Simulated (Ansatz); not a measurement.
An Ansatz (an electronic-structure program) input (PBEsol-D3(BJ), PAW, 420 eV (Ansatz; scalar-relativistic without spin-orbit coupling)):

Ansatz 0.2 input:
```yaml
crystal:
  lattice:
    - [3.7936420596, 0, 0]
    - [-1.8968210298, 3.2853903965, 0]
    - [0, 0, 5.8586937122]
  atoms:
    - { symbol: Sn, position: [0, 0, 0] }
    - { symbol: Se, position: [0.3333333333, 0.6666666667, 0.2760226649] }
    - { symbol: Se, position: [0.6666666667, 0.3333333333, 0.7239773351] }
basis: { ecutwfc: 420, ecutrho_ratio: 4, xc_grid: 2, fft_grid_basis: typed }
kpoints: { mp_grid: { grid: [10, 10, 6] } }
hamiltonian:
  xc: pbesol
  dispersion: d3bj
  pseudopotentials: { kind: paw }
scf: { occupations: { method: fermi_dirac, width: 0.05 }, convergence: { dr2_threshold: 0.0000000003 } }
relax: { f_tol: 0.005, max_steps: 50 }
output: { forces: true, stress: true }
checkpoint: { write: state.ck, write_every: 1000 }
```

Question: Which symmetry and how many k-points will the program report, and about how many plane waves at Γ?

Answer: Space group P-3m1 (ITA 164) with 12 operations, k-points 72 of 600, and 1435 plane waves at Γ.

Question: And the final pressure?

Answer: -0.60 GPa (compression positive).

The cells carry an imposed strain or load. Whether these cells are dynamically stable was not tested. The cell was made from SnSe2 in the CdI2 type structure (space group P-3m1, No. 164; layered, stacked along the Cartesian z axis) by this change: uniaxial strain ε_zz = +2.00 %.
